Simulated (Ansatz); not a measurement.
Structures of equal composition on the (000-1) surface of wurtzite GaN (N plane on top): 2x2 Mg adatom at H3; 2x2 Mg adatom at T4. The slabs share one bottom face, and each structure is named by its start. These are constructed structures in small cells; real faces may alloy, dewet or reconstruct in larger ones, and not all known structures of the face are among them. Slabs of about 14 Å with all that they carry, Fermi-Dirac smearing of 0.025 eV. Bottom of the slabs: H caps. Relaxed from the named starts with such symmetry as they have, on meshes of like density; energies extrapolated to zero smearing; no spin-orbit coupling, no U. Spin-polarised runs, if any, are marked in brackets, and their order is one that fits the cell; the others ran without spin. Where a second, spin-polarised start was run, the lower counts.

Host crystal: wurtzite GaN, with a band gap (PBE, scalar-relativistic without spin-orbit coupling).

Computed with PBE (plane waves to 420 eV, PAW; Ansatz, a first-principles code).

Question: Put the candidates in order of energy per 1x1 cell, lowest first, for PBE.

Answer: 2x2 Mg adatom at H3 (0.000 eV [spin, 1.0 μB a cell], no gap over 0.04 eV on the mesh), 2x2 Mg adatom at T4 (0.185 eV (3 Mg–N bonds formed) [spin, 1.0 μB a cell], no gap over 0.04 eV on the mesh)
